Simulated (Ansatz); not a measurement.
A computed series for hypothetical diamond Nb: response to strain

Start from Nb in the diamond structure (space group Fd-3m, No. 227; a = 5.813 Å; a hypothetical phase, not in the database extracts checked; relaxed with 0.1 eV smearing). Axes: x, y, z lie along the cube axes.

Strains are applied to the cell and any free atomic positions relax; under biaxial strain the out-of-plane vector relaxes too.

The values are results of PBEsol in Ansatz (plane waves to 420 eV, PAW, no SOC), not measurements.

Notes on the quantities. energy relative to the base: free energy F.

```csv
case,energy relative to the base,space group,volume per atom
base,0 meV/atom,Fd-3m (No. 227),24.56 Å³
"biaxial strain +2.41 %, plane normal [001], relaxed out of plane",-0.383 eV/atom,I4_1/amd (No. 141),15.96 Å³
"biaxial strain +1.08 %, plane normal [111], relaxed out of plane",-2.388 eV/atom,R-3m (No. 166),16.19 Å³
isotropic strain −0.75 %,+3.0 meV/atom,Fd-3m (No. 227),24.01 Å³
uniaxial strain ε_xx = +0.67 %,0.0 meV/atom,I4_1/amd (No. 141),24.72 Å³
tensor shear ε_xz = −2.98 %,-191 meV/atom,Imma (No. 74),24.53 Å³
```

No phonon test of stability was made. The final runs are not spin-polarised. Under biaxial strain +2.41 %, plane normal [001], relaxed out of plane, biaxial strain +1.08 %, plane normal [111], relaxed out of plane and tensor shear ε_xz = −2.98 % the cell ends below the base's energy or with stress of the wrong sign: the atoms slid into a distortion or the cell is elastically unstable, so the base is not a stable minimum at this level. Nb has a high density of states at the Fermi level and may be magnetic at this level.

Ansatz is a program for electronic structure.
